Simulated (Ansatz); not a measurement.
An Ansatz (a program for electronic structure) run: MgB2 with a change (uniaxial strain ε_xx = +2.00 %); PBEsol, PAW, 420 eV (Ansatz; spin-orbit coupling left out).

Input:

Ansatz 0.2 input:
```yaml
crystal:
  lattice:
    - [3.1252989661, 0, 0]
    - [-1.5626494831, 2.6535179403, 0]
    - [0, 0, 3.497668558]
  atoms:
    - { symbol: Mg, position: [0, 0, 0] }
    - { symbol: B, position: [0.6666666667, 0.3333333333, 0.5] }
    - { symbol: B, position: [0.3333333333, 0.6666666667, 0.5] }
basis: { ecutwfc: 420, ecutrho_ratio: 4, xc_grid: 2, fft_grid_basis: typed }
kpoints: { mp_grid: { grid: [22, 22, 17] } }
hamiltonian:
  xc: pbesol
  dispersion: none
  pseudopotentials: { kind: paw }
scf: { occupations: { method: fermi_dirac, width: 0.1 }, convergence: { dr2_threshold: 0.0000000003 } }
relax: { f_tol: 0.005, max_steps: 50 }
output: { forces: true, stress: true }
checkpoint: { write: state.ck, write_every: 1000 }
```

Output (explanatory and most iteration lines left out):

```
Relaxation: its limit of steps is 50 (relax.max_steps)
Pseudopotential: Mg, paw, valence charge 10
Pseudopotential: B, paw, valence charge 3
Crystal: 3 atoms, lattice volume = 29.006 Å³
Basis set: ecut = 420 eV, 563 PW (Γ), exchange–correlation on 48×48×48 points (8 copies of the dense FFT grid, shifted against one another)
Bands: 12, of which v1, the nominal top of the filled ones, is band 8 counted from 1 (7 counted from 0)
Symmetry: 8 space group operations
Space group: Cmmm (ITA 65), of the structure as read, at distance tolerance 3.1e-5 Å
k-points: 1197 of 8228
Functional: x = pbesol(κ = 0.804, μ = 0.12345679012345678), c = pbesol(β = 0.046)
SCF iter   1: F=—  HF=-2217.787474 eV  |F-HF|=—  |Δ(HF+E_count)|=         —  Δρ=3.91e-3  dr2=5.91e-3  ethr=1.77e-3  ⟨swp⟩=5.0  Hψ=75668  notcnv=0
SCF iter   2: F=—  HF=-2217.786584 eV  |F-HF|=—  |Δ(HF+E_count)|=   8.90e-4  Δρ=2.27e-3  dr2=2.17e-3  ethr=3.69e-5  ⟨swp⟩=1.7  Hψ=25999  notcnv=0
SCF 1 converged in 7 iterations: F = -2217.785900 eV  dr2 = 3.41e-11
relax step   1: F+E_penalty+E_count = -2217.78590013 eV  Δ(F+E_penalty+E_count) = +0.000e0 eV  max|allowed force component| = 4.931e-2 eV/Å  Δτ_max = 0.0000 Å  (7 SCF iters, accepted)
Crystal: 3 atoms, lattice volume = 29.006 Å³
SCF iter   1: F=—  HF=-2217.785955 eV  |F-HF|=—  |Δ(HF+E_count)|=         —  Δρ=2.36e-4  dr2=1.58e-5  ethr=9.76e-8  ⟨swp⟩=1.0  Hψ=57608  notcnv=0
SCF iter   2: F=—  HF=-2217.785966 eV  |F-HF|=—  |Δ(HF+E_count)|=   1.10e-5  Δρ=6.47e-5  dr2=7.82e-7  ethr=9.76e-8  ⟨swp⟩=2.1  Hψ=17205  notcnv=0
SCF 2 converged in 5 iterations: F = -2217.785965 eV  dr2 = 4.82e-12
relax step   2: F+E_penalty+E_count = -2217.78596523 eV  Δ(F+E_penalty+E_count) = -6.510e-5 eV  max|allowed force component| = 3.915e-2 eV/Å  Δτ_max = 0.0007 Å  (5 SCF iters, accepted)
Crystal: 3 atoms, lattice volume = 29.006 Å³
SCF iter   1: F=—  HF=-2217.786154 eV  |F-HF|=—  |Δ(HF+E_count)|=         —  Δρ=9.04e-4  dr2=2.32e-4  ethr=1.47e-5  ⟨swp⟩=2.0  Hψ=36805  notcnv=0
SCF iter   2: F=—  HF=-2217.786065 eV  |F-HF|=—  |Δ(HF+E_count)|=   8.87e-5  Δρ=2.52e-4  dr2=1.19e-5  ethr=1.45e-6  ⟨swp⟩=1.3  Hψ=24424  notcnv=0
SCF 3 converged in 5 iterations: F = -2217.786078 eV  dr2 = 1.25e-10
relax step   3: F+E_penalty+E_count = -2217.78607810 eV  Δ(F+E_penalty+E_count) = -1.129e-4 eV  max|allowed force component| = 8.551e-4 eV/Å  Δτ_max = 0.0028 Å  (5 SCF iters, accepted)
SCF converged after 5 iterations
Free energy (F): -2217.786078 eV
Internal energy: -2217.763053 eV  (E = F + TS)
E sigma→0 (E₀):  -2217.774566 eV
Entropy (-TS):   -0.023025 eV (-7.675 meV/atom)
Fermi energy:    9.149939 eV
--- Forces (eV/Å), atoms counted from 1 ---
  atom   1  Mg     0.00000000     0.00000000     0.00000000
  atom   2  B     -0.00000000     0.00085513     0.00000000
  atom   3  B      0.00000000    -0.00085513     0.00000000
--- Stress (GPa, compression-positive) ---
       -8.407755      -0.000000       0.000000
       -0.000000      -0.971822       0.000000
        0.000000       0.000000      -0.660509
  P = ⅓ Tr σ = -3.3467 GPa (-33.467 kbar)
--- Relaxed structure (3 steps of the walk, 3 accepted, 0 SCFs on fresh bases) ---
  atoms:
    - { symbol: Mg, position: [-1.6827807928495884e-31, 1.8672968381392137e-42, 0.0] }
    - { symbol: B, position: [0.667339909144032, 0.33467981828806376, 0.49999999999999994] }
    - { symbol: B, position: [0.33266009085596804, 0.6653201817119363, 0.49999999999999994] }
```

Stability against distortions was not tested. All final runs are without spin polarisation. The cell was made from MgB2 (space group P6/mmm, No. 191) by this change: uniaxial strain ε_xx = +2.00 %.
